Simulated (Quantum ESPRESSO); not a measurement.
Input and output of a self-consistent single point for ZrB6 (Pm-3m, 7 atoms in the cell) (Quantum ESPRESSO).

Computed with LDA (PW92), PseudoDojo standard norm-conserving (LDA) pseudopotentials (plane waves; Quantum ESPRESSO).

```
ZrB6
1.0
    4.06445     0.00000     0.00000
    0.00000     4.06445     0.00000
    0.00000     0.00000     4.06445
Zr B
1 6
Cartesian
  0.00000   0.00000   0.00000
  0.80318   2.03223   2.03223
  3.26128   2.03223   2.03223
  2.03223   0.80318   2.03223
  2.03223   3.26128   2.03223
  2.03223   2.03223   0.80318
  2.03223   2.03223   3.26128
```

Reference input (self-consistent single point, DFT, LDA (PW92), plane waves, PseudoDojo standard norm-conserving (LDA) pseudopotentials): ecutwfc = 80 Ry; occupations = smearing; smearing = fermi-dirac; degauss = 0.0073499 Ry; potentials = {Zr: Zr.upf, B: B.upf}; K_POINTS = automatic 7 7 7 0 0 0; conv_thr = 1e-10 Ry. This run's input differs from it in these lines:

```diff
@@ -17,3 +17,3 @@
     smearing = 'fermi-dirac'
-    degauss = 0.0073499
+    degauss = 0.002205
 /
@@ -34,3 +34,3 @@
 K_POINTS {automatic}
-7 7 7  0 0 0
+8 8 8  0 0 0
```

The program printed (abridged):

```
     Self-consistent Calculation

     iteration #  1     ecut=    80.00 Ry     beta= 0.70

---- Real-time Memory Report at c_bands before calling an iterative solver
           122 MiB given to the printing process from OS
            86 MiB allocation reported by mallinfo(arena+hblkhd)
------------------

     total energy              =    -135.77927604 Ry
     estimated scf accuracy    <       2.12744951 Ry

     iteration #  2     ecut=    80.00 Ry     beta= 0.70

---- Real-time Memory Report at c_bands before calling an iterative solver
           132 MiB given to the printing process from OS
   [... lines left out ...]

---- Real-time Memory Report at c_bands before calling an iterative solver
           142 MiB given to the printing process from OS
           110 MiB allocation reported by mallinfo(arena+hblkhd)
------------------

     total energy              =    -136.85930595 Ry
     estimated scf accuracy    <          1.8E-10 Ry

     iteration # 15     ecut=    80.00 Ry     beta= 0.70

---- Real-time Memory Report at c_bands before calling an iterative solver
           142 MiB given to the printing process from OS
           110 MiB allocation reported by mallinfo(arena+hblkhd)
------------------
     c_bands:  1 eigenvalues not converged
     End of self-consistent calculation

     the Fermi energy is    11.7657 ev

!    total energy              =    -136.85930595 Ry
     estimated scf accuracy    <          6.6E-11 Ry
     smearing contrib. (-TS)   =      -0.00045774 Ry
     internal energy E=F+TS    =    -136.85884821 Ry

     convergence has been achieved in  15 iterations

     Forces acting on atoms (cartesian axes, Ry/au):

     atom    1 type  1   force =     0.00000000    0.00000000    0.00000000
     atom    2 type  2   force =     0.00551403   -0.00000000   -0.00000000
     atom    3 type  2   force =    -0.00551403   -0.00000000    0.00000000
     atom    4 type  2   force =    -0.00000000    0.00551403    0.00000000
     atom    5 type  2   force =     0.00000000   -0.00551403    0.00000000
   [... lines left out ...]

     Total force =     0.013507     Total SCF correction =     0.000006

          total   stress  (Ry/bohr**3)                   (kbar)     P=      -92.25
  -0.00062711   0.00000000   0.00000000          -92.25        0.00        0.00
   0.00000000  -0.00062711   0.00000000            0.00      -92.25        0.00
   0.00000000   0.00000000  -0.00062711            0.00        0.00      -92.25

   JOB DONE.
```

The run converged in 15 iterations. Against the reference run the free energy goes up by 5.0 meV/atom, the pressure goes from -8.97 to -9.23 GPa and the largest force goes from 0.153 to 0.142 eV/Å.

The starting cell comes from a database of computed structures (which also holds hypothetical and non-ambient phases and stackings), without a prior relaxation at this level. Its lattice was rescaled by a random factor within 2.5 % of one. With a pressure of about -9 GPa the cell is away from its equilibrium volume at this level.

Cost on one core of a shared machine: roughly 70 s.
